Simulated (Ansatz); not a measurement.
SnSe2: carrier doping

The reference is SnSe2 in the CdI2 type structure (space group P-3m1, No. 164; a = 3.840 Å, c = 6.006 Å; layered, stacked along the Cartesian z axis).

Carriers are added at fixed cell with a uniform background; the Fermi–Dirac width is that of 300 K.

Method: Kohn–Sham DFT with the PBE-D3(BJ) functional, run in Ansatz (a quantum-chemistry and plane-wave program) with PAW and 420 eV plane waves, spin-orbit coupling left out.

Candidates:
(a) holes 1.0×10^22 cm⁻³
(b) electrons 7.0×10^21 cm⁻³
(c) holes 7.0×10^21 cm⁻³

### Question
Order them by largest internal atomic displacement, highest first.

### Answer
(b) electrons 7.0×10^21 cm⁻³ (0.073 Å), (a) holes 1.0×10^22 cm⁻³ (0.055 Å), (c) holes 7.0×10^21 cm⁻³ (0.036 Å)

Charged cell with a jellium background: band edges are those of the host's band count, energies are not comparable with the neutral cell, and many-body gap narrowing is missing. Stability against distortions was not tested.
